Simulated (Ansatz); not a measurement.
Electronic density of states of amorphous Hf₃₆O₇₀, density 9.19 g/cm³, on a 2×2×2 Γ-centred mesh with a Gaussian width of 0.1 eV; energies count from the Fermi level, whose place inside the gap is arbitrary. Cell and mesh are small, so fine structure isn't converged. All values below come from PBE, scalar-relativistic without spin-orbit coupling (plane waves to 420 eV, PAW; Ansatz, a first-principles code). Sampling: a 2×2×2 Γ-centred mesh; Fermi-Dirac width 0.02 eV; no spin polarisation. The usual formal charges leave 4 electrons over, so the level spacing at the Fermi energy parts defect or band states and needn't be the band gap. At PBE the levels at the filled edge of the gap are localised (band-tail or defect states), and the nearest spread-out levels lie 4.1 eV apart at the zone centre.

A CHGNet melt-quench gave the starting glass, which DFT then relaxed. O atoms were pushed apart under 1.9 Å during the dynamics, to hinder bonds among them. The hot cell started wider than the set density and was brought back towards it in steps. It is the lowest in DFT energy of 4 quenches. It is a model cell: composition and starting density were chosen by hand, and all elements were melted together. No dispersion term was used. Its density started from a set value of 8.89 and ended at 9.19 g/cm³. The quench (nominally 120 K/ps over its main leg) was far faster than any real one, so the model tends to hold more defects than a real film. Values belong to this one cell and scatter from quench to quench. The volume was free in the relaxation, at fixed shape. Stress components on the final sampling reach 3.2 GPa.

(E - EF (eV), states/(eV atom)): (-12.00, 0.00); (-11.90, 0.00); (-11.80, 0.00); (-11.70, 0.00); (-11.60, 0.00); (-11.50, 0.00); (-11.40, 0.00); (-11.30, 0.00); (-11.20, 0.00); (-11.10, 0.00); (-11.00, 0.00); (-10.90, 0.00); (-10.80, 0.00); (-10.70, 0.00); (-10.60, 0.00); (-10.50, 0.00); (-10.40, 0.00); (-10.30, 0.00); (-10.20, 0.00); (-10.10, 0.00); (-10.00, 0.00); (-9.90, 0.00); (-9.80, 0.00); (-9.70, 0.00); (-9.60, 0.00); (-9.50, 0.00); (-9.40, 0.00); (-9.30, 0.00); (-9.20, 0.00); (-9.10, 0.00); (-9.00, 0.00); (-8.90, 0.00); (-8.80, 0.04); (-8.70, 0.11); (-8.60, 0.15); (-8.50, 0.22); (-8.40, 0.30); (-8.30, 0.38); (-8.20, 0.45); (-8.10, 0.53); (-8.00, 0.56); (-7.90, 0.61); (-7.80, 0.66); (-7.70, 0.70); (-7.60, 0.74); (-7.50, 0.76); (-7.40, 0.82); (-7.30, 0.91); (-7.20, 0.90); (-7.10, 0.87); (-7.00, 0.89); (-6.90, 0.87); (-6.80, 0.81); (-6.70, 0.81); (-6.60, 0.81); (-6.50, 0.82); (-6.40, 0.81); (-6.30, 0.79); (-6.20, 0.80); (-6.10, 0.82); (-6.00, 0.81); (-5.90, 0.82); (-5.80, 0.84); (-5.70, 0.83); (-5.60, 0.85); (-5.50, 0.85); (-5.40, 0.87); (-5.30, 0.89); (-5.20, 0.89); (-5.10, 0.92); (-5.00, 0.92); (-4.90, 0.92); (-4.80, 0.95); (-4.70, 0.95); (-4.60, 0.95); (-4.50, 0.96); (-4.40, 0.95); (-4.30, 0.93); (-4.20, 0.98); (-4.10, 0.94); (-4.00, 0.82); (-3.90, 0.67); (-3.80, 0.56); (-3.70, 0.53); (-3.60, 0.43); (-3.50, 0.31); (-3.40, 0.21); (-3.30, 0.12); (-3.20, 0.03); (-3.10, 0.00); (-3.00, 0.00); (-2.90, 0.00); (-2.80, 0.00); (-2.70, 0.00); (-2.60, 0.00); (-2.50, 0.00); (-2.40, 0.00); (-2.30, 0.00); (-2.20, 0.00); (-2.10, 0.00); (-2.00, 0.00); (-1.90, 0.00); (-1.80, 0.00); (-1.70, 0.00); (-1.60, 0.00); (-1.50, 0.00); (-1.40, 0.00); (-1.30, 0.00); (-1.20, 0.00); (-1.10, 0.00); (-1.00, 0.00); (-0.90, 0.00); (-0.80, 0.01); (-0.70, 0.07); (-0.60, 0.13); (-0.50, 0.12); (-0.40, 0.04); (-0.30, 0.00); (-0.20, 0.00); (-0.10, 0.00); (0.00, 0.00); (0.10, 0.00); (0.20, 0.00); (0.30, 0.00); (0.40, 0.06); (0.50, 0.21); (0.60, 0.26); (0.70, 0.24); (0.80, 0.31); (0.90, 0.37); (1.00, 0.40); (1.10, 0.45); (1.20, 0.45); (1.30, 0.43); (1.40, 0.50); (1.50, 0.59); (1.60, 0.62); (1.70, 0.61); (1.80, 0.66); (1.90, 0.74); (2.00, 0.74); (2.10, 0.78); (2.20, 0.80); (2.30, 0.76); (2.40, 0.74); (2.50, 0.73); (2.60, 0.70); (2.70, 0.73); (2.80, 0.74); (2.90, 0.70); (3.00, 0.71); (3.10, 0.71); (3.20, 0.68); (3.30, 0.67)

The level spacing at the Fermi energy on this mesh is 0.96 eV; the broadening fills part of it in the curve.
